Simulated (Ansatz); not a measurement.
Output of an Ansatz run (abridged):

```
WARN ansatz: RAYON_NUM_THREADS=1 ignored (pool sized by the plan → 1); use --threads N
Pseudopotentials: kind: paw
Pseudopotential: Se, paw, valence charge 16
Crystal: 6 atoms, lattice volume = 370.602 Å³
Basis set: ecut = 420 eV, 7281 PW (Γ)
Bands: 58, of which v1, the nominal top of the filled ones, is band 48 counted from 1 (47 counted from 0)
Symmetry: 2 space group operations
Space group: C2 (ITA 5), of the structure as read, at distance tolerance 7.2e-5 Å
k-points: 9 of 25 (time reversal used)
PAW frozen core: Se, regenerated for the run's functional, and the local potential with it
Initial density: superposition of atomic densities (neutral atoms: chi_scale 0, normalization atom), corrected by the library's trained network
Initial wavefunctions: pseudopotential atomic-orbital guess
Eigensolver: davidson
Functional: x = slater, c = lda
SCF iter   1: F=—  HF=-32297.240926 eV  |F-HF|=—  |Δ(HF+E_count)|=         —  Δρ=4.24e-3  dr2=1.76e-1  ethr=1.77e-3  ⟨swp⟩=7.2  Hψ=2047  notcnv=0  defer=5
all-band conjugate gradients solve this SCF's bands
preconditioner: auto → LDOS
SCF iter   2: F=—  HF=-32297.223310 eV  |F-HF|=—  |Δ(HF+E_count)|=   1.76e-2  Δρ=1.48e-3  dr2=1.40e-2  ethr=1.84e-4  ⟨swp⟩=2.0  Hψ=656  notcnv=0  defer=36
SCF iter   3: F=—  HF=-32297.221718 eV  |F-HF|=—  |Δ(HF+E_count)|=   1.59e-3  Δρ=8.07e-4  dr2=1.14e-2  ethr=1.46e-5  ⟨swp⟩=3.0  Hψ=724  notcnv=0  defer=36
SCF iter   4: F=—  HF=-32297.220219 eV  |F-HF|=—  |Δ(HF+E_count)|=   1.50e-3  Δρ=2.45e-4  dr2=6.48e-4  ethr=1.19e-5  ⟨swp⟩=2.6  Hψ=655  notcnv=0  defer=36
SCF iter   5: F=—  HF=-32297.220130 eV  |F-HF|=—  |Δ(HF+E_count)|=   8.96e-5  Δρ=8.06e-5  dr2=5.04e-5  ethr=6.75e-7  ⟨swp⟩=2.0  Hψ=661  notcnv=0  defer=36
SCF iter   6: F=—  HF=-32297.220201 eV  |F-HF|=—  |Δ(HF+E_count)|=   7.10e-5  Δρ=2.29e-5  dr2=5.44e-6  ethr=5.25e-8  ⟨swp⟩=2.0  Hψ=620  notcnv=0  defer=36
SCF iter   7: F=—  HF=-32297.220201 eV  |F-HF|=—  |Δ(HF+E_count)|=   9.93e-8  Δρ=6.31e-6  dr2=2.38e-7  ethr=5.66e-9  ⟨swp⟩=2.0  Hψ=566  notcnv=0  defer=36
SCF iter   8: F=-32297.220201 eV  HF=-32297.220201 eV  |F-HF|=1.13e-8  |Δ(HF+E_count)|=   3.78e-8  Δρ=1.46e-6  dr2=7.42e-9  ethr=1.04e-10  ⟨swp⟩=13.7  Hψ=2366  notcnv=0
SCF 1 converged in 8 iterations: F = -32297.220201 eV  dr2 = 7.42e-9
SCF converged after 8 iterations
Free energy (F): -32297.220201 eV
Harris-Foulkes:  -32297.220201 eV  (|F-HF|=1.13e-8)
Internal energy: -32297.218606 eV  (E = F + TS)
E sigma→0 (E₀):  -32297.219403 eV
Entropy (-TS):   -0.001595 eV (-0.266 meV/atom)
Fermi energy:    -0.535943 eV
--- Per-component energies (eV) ---
  E_band       = -3144.246819
  E_kinetic    = 700.178843
  E_local      = -73527.155582  (includes V_loc(G=0)·N_el)
  E_nonlocal   = -3526.889273
  E_hartree    = 36259.086045
  E_xc         = -612.927400
  E_vxc        = -579.594772  (∫ρ·V_xc dr)
  E_paw        = -10966.511527  (= ΣΔE_a)
  E_vpaw       = 1271.047695  (= ΣTr[D̂ρ^β])
  E_aug_tail   = -0.003713  (compensation charges beyond the density's cutoff)
  E_ewald      = 19363.699828
  E_core_change = 13.304174  (= ΣΔE_core)
  E_smearing   = -0.001595  (= −TS)
  E_closure    = 0.000000  (closes the sum)
  Σ components = -32297.220201   (vs F -32297.220201, Δ=0.00e0)
--- Forces (eV/Å), atoms counted from 1 ---
  atom   1  Se     0.66418655    -0.35658370    -1.35107832
  atom   2  Se    -0.19078230    -0.23755381    -0.00812280
  atom   3  Se    -0.54633463     0.55203721     1.31361782
  atom   4  Se    -0.02328273    -0.75349428     1.35107832
  atom   5  Se    -0.20491093     0.74915828    -1.31361782
  atom   6  Se     0.30111879     0.04644542     0.00812280
  max |Σ_I F_I| component: 9.12e-6 eV/Å
--- Stress (GPa, compression-positive) ---
       -2.015354       0.183208       0.048845
        0.183208      -2.226905       0.028200
        0.048845       0.028200      -1.792470
  P = ⅓ Tr σ = -2.0116 GPa (-20.116 kbar)
  The stress holds the Pulay correction. Without it, at fixed plane waves, as pw.x and ABINIT print it: P = -2.0233 GPa
--- Band table (eV; the first three rows and the last of 9) ---
  k-point 0: bands = ["-49.2000", "-49.1998", "-49.1931", "-49.1931", "-49.1032", "-49.1032", "-49.0561", "-49.0561", "-49.0412", "-49.0411", "-48.8478", "-48.8150", "-48.8103", "-48.7858", "-48.6436", "-48.6395", "-48.5907", "-48.5886", "-48.5549", [...]
  k-point 1: bands = ["-49.1999", "-49.1998", "-49.1931", "-49.1931", "-49.1032", "-49.1032", "-49.0561", "-49.0561", "-49.0412", "-49.0411", "-48.8477", "-48.8150", "-48.8103", "-48.7858", "-48.6436", "-48.6395", "-48.5908", "-48.5885", "-48.5551", [...]
  k-point 2: bands = ["-49.1999", "-49.1998", "-49.1931", "-49.1931", "-49.1032", "-49.1031", "-49.0561", "-49.0560", "-49.0412", "-49.0410", "-48.8477", "-48.8150", "-48.8103", "-48.7858", "-48.6436", "-48.6394", "-48.5908", "-48.5884", "-48.5554", [...]
  k-point 8: bands = ["-49.1999", "-49.1998", "-49.1931", "-49.1931", "-49.1031", "-49.1031", "-49.0560", "-49.0560", "-49.0411", "-49.0410", "-48.8476", "-48.8150", "-48.8103", "-48.7859", "-48.6436", "-48.6394", "-48.5910", "-48.5883", "-48.5559", [...]
```

The structure:

```
CELL_PARAMETERS angstrom
      4.38311     0.00000     0.00000
     -2.19156     3.79589     0.00000
      0.00000     0.00000    22.27471
ATOMIC_POSITIONS crystal
  Se 0.00000 0.22500 0.38855
  Se 0.77500 0.77500 0.46285
  Se 0.22500 0.00000 0.31426
  Se 0.00000 0.22500 0.61145
  Se 0.77500 0.77500 0.68574
  Se 0.22500 0.00000 0.53715
```

**Question.** What input produced this log?

**Answer.** Other spellings and defaults could give the same log, and not every line can be read from it. The input that was run (DFT, LDA (PW92), plane waves, default PAW files made with PBE):

Ansatz 0.2 input:
```yaml
# Se
crystal:
  lattice:
    - [4.383110, 0.000000, 0.000000]
    - [-2.191555, 3.795885, 0.000000]
    - [0.000000, 0.000000, 22.274711]
  atoms:
    - { symbol: Se, position: [0.000000, 0.225000, 0.388553] }
    - { symbol: Se, position: [0.775000, 0.775000, 0.462852] }
    - { symbol: Se, position: [0.225000, 0.000000, 0.314258] }
    - { symbol: Se, position: [0.000000, 0.225000, 0.611447] }
    - { symbol: Se, position: [0.775000, 0.775000, 0.685742] }
    - { symbol: Se, position: [0.225000, 0.000000, 0.537148] }
basis:
  ecutwfc: 420.0
kpoints:
  mp_grid:
    grid: [5, 5, 1]
hamiltonian:
  xc: lda
  pseudopotentials:
    kind: paw
scf:
  occupations:
    method: fermi_dirac
    width: 0.01
output:
  forces: true
  eigenvalues: true
  stress: true
```

The starting cell has typed, rounded lattice constants, without a prior relaxation at this level. The slab is cut from that crystal, and its faces are unrelaxed. Its lattice was rescaled by up to half a per cent. Spin polarisation is off, though cut faces can carry moments; the slab shows no gap. Forces in this geometry exceed 1 eV/Å.

Ansatz is a first-principles code.
